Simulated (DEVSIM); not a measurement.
Structure: abrupt Ge n-p junction, at 250 K.

Layer 1 from the left is Ge, thickness (μm) 72.0, Nd (cm⁻³) 2.7e18, τn (s) 0.00052, τp (s) 0.00052. Layer 2 from the left is Ge, thickness (μm) 0.0900, Na (cm⁻³) 5.8e15, τn (s) 0.00052, τp (s) 0.00052.

Left contact: ohmic. Right contact: ohmic. Voltage is applied to the left contact. Recombination: SRH at mid-gap. Mobility is μmin + (μ − μmin)/(1 + (N/Nref)^α).

This is a model device: material constants are rounded textbook-type values typed into the input, and sizes, dopings and lifetimes were drawn at random. Values at 300 K; Nc and Nv go as T^1.5, mobilities as T to minus their exponent, the gap by Varshni's rule with the affinity fixed.

Ge: gap (eV) 0.664, affinity (eV) 4, permittivity 16, Nc (cm⁻³) 1.04e19, Nv (cm⁻³) 6e18, μn (cm²/Vs) 3900, μp (cm²/Vs) 1900, μn,min 150, μp,min 100, Nref,n 2.6e17, Nref,p 4e17, αn 0.56, αp 0.6, T exponent of μn 1.66, T exponent of μp 2.33, Varshni α (eV/K) 0.000477, Varshni β (K) 235.

DEVSIM, 1D drift-diffusion, Boltzmann statistics, complete ionisation; no tunnelling, impact ionisation, image-force lowering or self-heating.

Q: What does the simulation give for the potential step across the device at zero bias, the dark forward voltage at 100 A/cm², the largest field in the device at zero bias, the dark forward voltage at 1 A/cm²?

A: potential step across the device at zero bias 0.516 V; dark forward voltage at 100 A/cm² 0.236 V; largest field in the device at zero bias 84000 V/cm; dark forward voltage at 1 A/cm² 0.126 V.
